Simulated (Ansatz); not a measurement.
Start from Ga$_{2}$O$_{3}$ (space group C2/m, No. 12; a = 12.256 Å, b = 3.039 Å, c = 5.808 Å, α = γ = 90.00°, β = 103.81°).

All numbers come from r2SCAN (Ansatz, a program for electronic structure; PAW; 500 eV plane waves; scalar-relativistic without spin-orbit coupling).

One change was made to it. Results:

| quantity | base | after |
|---|---|---|
| band gap | 3.02 eV | 3.06 eV |
| density | 5.93 g/cm³ | 5.96 g/cm³ |
| smallest direct gap | 3.05 eV | 3.09 eV |
| shortest interatomic distance | 1.834 Å | 1.832 Å |

Task: What was done to the base?
A. pressure 15 GPa
B. pressure 30 GPa
C. pressure 0.9 GPa

Result: C, pressure 0.9 GPa. For comparison, the band gap in the other runs: pressure 30 GPa gives 4.08 eV; pressure 15 GPa gives 3.63 eV.

Load acts through the strain it causes; cell and atoms are relaxed under it. Stability against distortions was not tested. Competing high-pressure phases were not computed.
